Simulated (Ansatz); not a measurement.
**NaBi (P4/mmm): band-structure transport figures**

Data:

```
CELL_PARAMETERS angstrom
      3.38205     0.00000     0.00000
      0.00000     3.38205     0.00000
      0.00000     0.00000     4.83987
ATOMIC_POSITIONS crystal
  Na 0.50000 0.50000 0.50000
  Bi 0.00000 0.00000 0.00000
```

The numbers are results of PBEsol, rigid bands (plane waves, PAW, scalar-relativistic; Ansatz, a quantum-chemistry and plane-wave program), not measurements. Cell: cell and atoms relaxed with PBEsol.

```json
{
  "density of states at the Fermi level": "0.709 states/(eV·cell), both spins",
  "bare Sommerfeld coefficient": "0.84 mJ/(mol of atoms·K²)",
  "drude_plasma_energy": "8.6 (x), 8.6 (y), 3.4 (z) eV",
  "root-mean-square Fermi velocity": "1.3e6 m/s",
  "resistivity times τ": "6.6 (x), 6.6 (y), 42 (z) ×10⁻²² Ω·m·s"
}
```

A metal at this level (no band gap); rigid bands, thermally averaged at 300 K, both spins. Spin-orbit coupling is left out, which matters with elements this heavy. τ is one relaxation time for all states.

Computed structure with no diffraction record at hand here (it may be known, metastable or hypothetical): NaBi (P4/mmm).
